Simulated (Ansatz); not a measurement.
Reference: Ta$_{3}$W (Fm-3m), PBEsol, DFPT electron-phonon coupling, linearised Boltzmann equation (plane waves, PAW, scalar-relativistic; Ansatz, a program for electronic structure); geometry: relaxed with this functional, without spin-orbit coupling.

```yaml
crystal:
  lattice:
    - [0.00000, 3.24179, 3.24179]
    - [3.24179, 0.00000, 3.24179]
    - [3.24179, 3.24179, 0.00000]
  atoms:
    - { symbol: Ta, position: [0.25000, 0.25000, 0.25000] }
    - { symbol: Ta, position: [0.75000, 0.75000, 0.75000] }
    - { symbol: Ta, position: [0.50000, 0.50000, 0.50000] }
    - { symbol: W, position: [0.00000, 0.00000, 0.00000] }
```

resistivity at 300 K: 9.1 μΩ·cm
mean free path at 300 K: 6.1 nm
electron-phonon coupling λ: 0.59
logarithmic mean phonon energy: 14.3 meV

### Question
Replace W by Re on the same sites and relax. What happens?

### Answer
Ta$_{3}$Re (Fm-3m): volume per atom 17.0 to 16.6 Å³; resistivity at 300 K falls (9.1 μΩ·cm to 7.0 μΩ·cm); mean free path at 300 K rises (6.1 nm to 10.3 nm); electron-phonon coupling λ falls (0.59 to 0.36); logarithmic mean phonon energy stays about the same (14.3 meV to 15.2 meV).

### Question
Replace W by Ru on the same sites and relax. What happens?

### Answer
Ta3Ru (Fm-3m): volume per atom 17.0 to 16.3 Å³; resistivity at 300 K stays about the same (9.1 μΩ·cm to 8.7 μΩ·cm); mean free path at 300 K rises (6.1 nm to 12.9 nm); electron-phonon coupling λ falls (0.59 to 0.25); logarithmic mean phonon energy rises (14.3 meV to 17.1 meV).

### Question
Replace W by Os on the same sites and relax. What happens?

### Answer
Ta$_{3}$Os (Fm-3m): volume per atom 17.0 to 16.4 Å³; resistivity at 300 K falls (9.1 μΩ·cm to 6.6 μΩ·cm); mean free path at 300 K rises (6.1 nm to 17.4 nm); electron-phonon coupling λ falls (0.59 to 0.20); logarithmic mean phonon energy rises (14.3 meV to 16.7 meV).

Moves up to 8 % count as about the same. Metals; harmonic phonons alone scatter; means over directions. The mean free path is weighted by the current that each state carries. Halving the electron mesh moves these values by up to 5 %; q meshes are mostly untested. Some of the runs warned that the eigensolver left states short of its tolerance. Spin-orbit coupling is left out.

Computed structure with no diffraction record at hand here (it may be known, metastable or hypothetical): Ta3Os (Fm-3m), Ta3Re (Fm-3m), Ta3Ru (Fm-3m), Ta3W (Fm-3m). The missing spin-orbit coupling matters most for Ta3Os (Fm-3m), Ta3Re (Fm-3m), Ta3Ru (Fm-3m), Ta3W (Fm-3m).
